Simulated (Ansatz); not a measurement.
Density of states of Mg$_{2}$Ge (Fm-3m) above the conduction band minimum, HSE06, rigid bands (Ansatz, a quantum-chemistry and plane-wave program); cell volume 64.4 Å³.

| energy from edge (eV) | 10⁻³ states/eV/cell |
|---|---|
| 0.006 | 13.3 |
| 0.031 | 32.2 |
| 0.056 | 45.0 |
| 0.081 | 56.8 |
| 0.106 | 68.3 |
| 0.131 | 80.0 |
| 0.156 | 92.1 |
| 0.181 | 105 |
| 0.206 | 118 |
| 0.231 | 134 |
| 0.256 | 149 |
| 0.281 | 164 |
| 0.319 | 186 |
| 0.344 | 202 |
| 0.369 | 218 |
| 0.394 | 232 |
| 0.419 | 248 |
| 0.444 | 263 |
| 0.469 | 276 |
| 0.494 | 292 |
| 0.519 | 304 |
| 0.544 | 344 |
| 0.569 | 373 |
| 0.594 | 396 |

Task: What effective density of states at 300 K does this give (∫ g(E) exp(−E/k_BT) dE, both spins, divided by the cell's size)?

Result: 1.1e19 cm⁻³, a density-of-states mass of 0.56 mₑ, valleys and band degeneracy included.

Spin-orbit coupling is left out. Geometry: cell and atoms relaxed with PBEsol.
